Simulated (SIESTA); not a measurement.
A self-consistent single point of ZrH (P4_2/mmc, 4 atoms in the cell) with SIESTA.

Method: SIESTA 5.4.2 with GGA PBEsol with spin-orbit coupling, numerical atomic orbitals DZP, PseudoDojo PBEsol fully relativistic norm-conserving potentials (rewritten from UPF to PSML).

```
CELL_PARAMETERS angstrom
      3.26696     0.00000     0.00000
      0.00000     3.26696     0.00000
      0.00000     0.00000     5.04998
ATOMIC_POSITIONS crystal
  Zr 0.00000 0.50000 0.50000
  Zr 0.50000 0.00000 0.00000
  H  0.50000 0.50000 0.25000
  H  0.50000 0.50000 0.75000
```

Reference input (self-consistent single point, DFT, GGA PBEsol, numerical atomic orbitals DZP, PseudoDojo PBEsol standard norm-conserving potentials (rewritten from UPF to PSML)): XC.functional = GGA; XC.authors = PBEsol; potentials = PseudoDojo PBEsol standard; PAO.BasisSize = DZP; PAO.EnergyShift = 0.01 Ry; MeshCutoff = 350 Ry; kgrid.MonkhorstPack = 7 7 5; OccupationFunction = FD; ElectronicTemperature = 0.05 eV; MaxSCFIterations = 150; SCF.Mixer.Method = Pulay; SCF.Mixer.Weight = 0.2. This run's input differs from it in these lines:

```diff
@@ -1,2 +1,2 @@
-# files in the folder: Zr.psml H.psml (PseudoDojo PBEsol standard)
+# files in the folder: Zr.psml H.psml (PseudoDojo PBEsol fully relativistic)
 SystemName  ZrH
@@ -36,2 +36,9 @@
 ElectronicTemperature        0.05 eV
+Spin                         spin-orbit
+%block DM.InitSpin
+  1 0.00 0.00 0.00
+  2 0.00 0.00 0.00
+  3 0.00 0.00 0.00
+  4 0.00 0.00 0.00
+%endblock DM.InitSpin
```

The program printed (abridged):

```
        iscf     Eharris(eV)        E_KS(eV)     FreeEng(eV)     dDmax    Ef(eV) dHmax(eV)
   scf:    1    -2772.442868    -2783.852375    -2783.865117  0.834615 -4.536296  4.330301
     spin moment: {S} , |S| = {   -0.00000    0.00000   -0.00000 }     0.00000
   scf:    2    -2785.379702    -2784.650119    -2784.664925  0.037692 -4.754864  2.829425
     spin moment: {S} , |S| = {   -0.00000    0.00000    0.00000 }     0.00000
   scf:    3    -2785.578406    -2785.243684    -2785.259390  0.065300 -5.210894  0.057747
     spin moment: {S} , |S| = {    0.00000   -0.00000    0.00000 }     0.00000
   [... lines left out ...]
     spin moment: {S} , |S| = {   -0.00000    0.00000   -0.00000 }     0.00000
   scf:    6    -2785.244432    -2785.244470    -2785.260242  0.000455 -5.195903  0.001685
     spin moment: {S} , |S| = {   -0.00000    0.00000    0.00000 }     0.00000
   scf:    7    -2785.244466    -2785.244466    -2785.260242  0.000074 -5.195744  0.002190
     spin moment: {S} , |S| = {   -0.00000   -0.00000   -0.00000 }     0.00000
   scf:    8    -2785.244478    -2785.244469    -2785.260243  0.000049 -5.196062  0.000184
     spin moment: {S} , |S| = {    0.00000    0.00000    0.00000 }     0.00000
SCF Convergence by DM+H criterion
max |DM_out - DM_in|         :     0.0000488285
max |H_out - H_in|      (eV) :     0.0001843342
SCF cycle converged after 8 iterations

Using DM_out to compute the final energy and forces

siesta: E_KS(eV) =            -2785.2445

siesta: E_KS - E_eggbox =     -2785.2445

siesta: Atomic forces (eV/Ang):
     1    0.000000   -0.000000   -0.000000
     2   -0.000000    0.000000    0.000000
     3   -0.000000   -0.000000    0.000000
     4    0.000000   -0.000000   -0.000000
   Tot   -0.000000   -0.000000   -0.000000
   Max    0.000000
   Res    0.000000    sqrt( Sum f_i^2 / 3N )
   Max    0.000000    constrained

Stress tensor Voigt[x,y,z,yz,xz,xy] (kbar):       85.84       85.84       81.92        0.00       -0.00       -0.00
(Free)E + p*V (eV/cell)    -2788.1041
   [... lines left out ...]
siesta: FreeEng =     -2785.260243
   [... lines left out ...]
siesta:     0.053578   -0.000000   -0.000000
siesta:    -0.000000    0.053578    0.000000
siesta:    -0.000000    0.000000    0.051130

siesta: Cell volume =         53.898784 Ang**3

siesta: Pressure (static):
siesta:                Solid            Molecule  Units
siesta:          -0.00057465         -0.00057465  Ry/Bohr**3
siesta:          -0.05276226         -0.05276225  eV/Ang**3
siesta:         -84.53445418        -84.53445129  kBar
```

The run converged in 8 iterations. Against the reference run the pressure goes from -8.31 to -8.45 GPa.

The starting cell comes from a database of computed structures (which also holds hypothetical and non-ambient phases and stackings), without a prior relaxation at this level. Its lattice was rescaled by a random factor within 2.5 % of one. Values carry the incompleteness of an atom-centred basis. With a pressure of about -8 GPa the cell is away from its equilibrium volume at this level.

Cost on one core of a shared machine: roughly 90 s.
